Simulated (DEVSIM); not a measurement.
System: Co/SiO2/n-Si capacitor, at 400 K.

```csv
layer (left to right),material,thickness (nm),Nd (cm⁻³)
1,SiO2,12.0,-
2,Si,16000,1.3e15
```

Metal gate on the left, work function 5 eV. Fixed charge at the semiconductor interface -4.6e11 cm⁻² (in units of +e); interface traps 3.4e10 cm⁻² eV⁻¹, uniform in energy, neutral level at 0.5 of the gap above the valence band.

Constants are typed, rounded textbook-type inputs, not results; the design itself was drawn at random and stands for no fabricated device. Values at 300 K; Nc and Nv go as T^1.5, mobilities as T to minus their exponent, the gap by Varshni's rule with the affinity fixed.

```tsv
parameter	SiO2	Si
gap (eV)	9	1.124
affinity (eV)	0.9	4.05
permittivity	3.9	11.7
Nc (cm⁻³)	-	2.86e19
Nv (cm⁻³)	-	3.1e19
Varshni α (eV/K)	-	0.000473
Varshni β (K)	-	636
```

DEVSIM, 1D Poisson equation in equilibrium, Boltzmann statistics, complete ionisation; no quantum confinement or tunnelling. Metal contacts follow the ideal Schottky-Mott rule: no Fermi-level pinning, no interface dipoles.

The fixed charge was swept, all else fixed.

| fixed charge (cm^-2) | threshold voltage (band bending 2φF) (V) | minimum of the low-frequency capacitance (μF/cm²) | flat-band voltage (V) |
|---|---|---|---|
| -1.12e12 | 0.79 | 0.0253 | 1.22 |
| -7.9e11 | [?] | 0.0252 | 1.03 |
| -4.6e11 | 0.42 | 0.0254 | 0.85 |
| -1.3e11 | 0.24 | 0.0260 | 0.67 |
| 2e11 | 0.06 | 0.0260 | 0.48 |

**Question.** Complete the blanks.

**Answer.** 
- -7.9e11, threshold voltage (band bending 2φF) (V): 0.61
